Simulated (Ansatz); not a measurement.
Mo in the bcc (W type) structure (space group Im-3m, No. 229)

```
Mo
1.0
   -1.57530     1.57530     1.57530
    1.57530    -1.57530     1.57530
    1.57530     1.57530    -1.57530
Mo
1
Direct
  0.00000   0.00000   0.00000
```

Method: Ansatz (a program for electronic structure) r2SCAN, without spin-orbit coupling. k-mesh 21×21×21 (Γ-centred); smearing 0.05 eV (Fermi–Dirac).

| Property | Value |
|---|---|
| Volume per atom | 15.64 Å³ |
| Density | 10.19 g/cm³ |
| Band gap | zero |
| Total energy | -4967.595 eV/atom (σ→0; compares only within this code and set-up) |

Whether these cells are dynamically stable was not tested. All final runs are without spin polarisation.
